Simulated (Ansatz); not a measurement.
Results of LDA (Ansatz, a program for electronic structure, PAW) for Ca₂C (model structure, started from the fluorite type, Fm-3m, No. 225, 3 atoms in the cell).

Run with plane-wave cutoff 520 eV, 16×16×16 k mesh, Fermi–Dirac smearing 0.05 eV, scalar-relativistic PAW data made under PBE.

Cell (relaxed with PBEsol):

```cif
data_C4Ca8
_chemical_formula_sum 'C4 Ca8'
_space_group_name_H-M_alt 'Fm-3m'
_space_group_IT_number 225
_space_group_name_Hall '-F 4 2 3'
_cell_length_a 6.20451
_cell_length_b 6.20451
_cell_length_c 6.20451
_cell_angle_alpha 90.000
_cell_angle_beta 90.000
_cell_angle_gamma 90.000
loop_
_atom_site_label
_atom_site_type_symbol
_atom_site_symmetry_multiplicity
_atom_site_Wyckoff_symbol
_atom_site_fract_x
_atom_site_fract_y
_atom_site_fract_z
_atom_site_occupancy
C1 C 4 a 0.00000 0.00000 0.00000 1
Ca1 Ca 8 c 0.25000 0.25000 0.25000 1
```
(The calculation used a cell of 3 atoms; values per cell refer to that cell.)

Q: What does this level give for the band gap and direct gap at Γ?

A: 
- band gap: 0.17 eV (on the SCF k mesh)
- direct gap at Γ: 2.07 eV

Note: the relaxation could raise the start's symmetry but not lower it, so the cell can be a saddle point; cell and atoms aren't relaxed at this level (pressure -2.5 GPa).

Static lattice: no zero-point or thermal effects.

The result took roughly 10 core-seconds.

A model structure was made by putting elements into a prototype or built by hand; it is no filed structure, need not be a known phase, and can be a saddle point held by its symmetry.
